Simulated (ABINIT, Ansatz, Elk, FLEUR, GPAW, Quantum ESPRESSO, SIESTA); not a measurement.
Code comparison for In (I4/mmm, 1 atom in the cell)

Self-consistent single point, at a second geometry (lattice scaled by 0.98). First geometry:

```xyz
1
Lattice="-1.6053 1.6053 2.4555 1.6053 -1.6053 2.4555 1.6053 1.6053 -2.4555" Properties=species:S:1:pos:R:3 pbc="T T T"
In     0.0000     0.0000     0.0000
```

Shared settings, as Ansatz (a first-principles code) writes them: kpoints.mp_grid.grid = 19 19 19; scf.occupations.method = fermi_dirac; scf.occupations.width = 0.1 eV. Potentials and cutoffs stand in the table.

| code | model | ΔF from the first geometry (meV/atom) | pressure (GPa) | cutoff |
|---|---|---|---|---|
| Elk | PBE, all-electron FP-LAPW, Elk's shipped species files, APW+lo basis with extra local orbitals | 50.7 | – | rgkmax 7.5 |
| Quantum ESPRESSO | PBE, GBRV 1.5 ultrasoft (PBE) pseudopotentials | 50.1 | 6.10 | 40 Ry |
| Ansatz | PBE, default PAW files | 50.0 | 7.27 | default |
| GPAW | PBE, GPAW PAW datasets PBE (gpaw-data 1.0.1) | 46.6 | 6.86 | 600 eV |
| SIESTA | GGA PBE, numerical atomic orbitals TZP, PseudoDojo PBE standard norm-conserving potentials (rewritten from UPF to PSML) | 48.8 | 7.43 | grid 400 Ry |
| FLEUR | PBE, all-electron FLAPW (FLEUR), scalar-relativistic valence | 50.2 | – | Kmax 3.8 1/bohr |
| ABINIT | PBE, norm-conserving pseudopotentials (PseudoDojo nc-sr-05 PBE standard) | 49.5 | 7.27 | 70 Ry |

For Quantum ESPRESSO (by 1.2 GPa) the energy change implies a higher mean pressure, against the two pressures, than for the other programs: a sign of finite-basis (Pulay) stress.

A dash marks a value that a program does not give, or that is left out as unsure.

The spread over the programs that give each value: ΔF from the first geometry within 4.1 meV/atom; pressure within 1.33 GPa.

SIESTA uses small atom-centred bases, whose incompleteness enters pressures, forces and empty levels differently from a plane-wave cutoff. Elk and FLEUR treat all electrons, but the usual bases taken here (sphere radii, linearisation, local orbitals, empty states) were not tested for convergence, so the values are no reference for the others. Ansatz's pressure is given at a fixed set of plane waves, as the other plane-wave codes print theirs; with its correction for the finite basis it is 7.32 GPa.

The starting cell comes from a database of computed structures (which also holds hypothetical and non-ambient phases and stackings), without a prior relaxation at this level. Its lattice was rescaled by a random factor within 2.5 % of one. For this run, on top of that: lattice scaled by 0.98.

Keys are those of Ansatz 0.2.
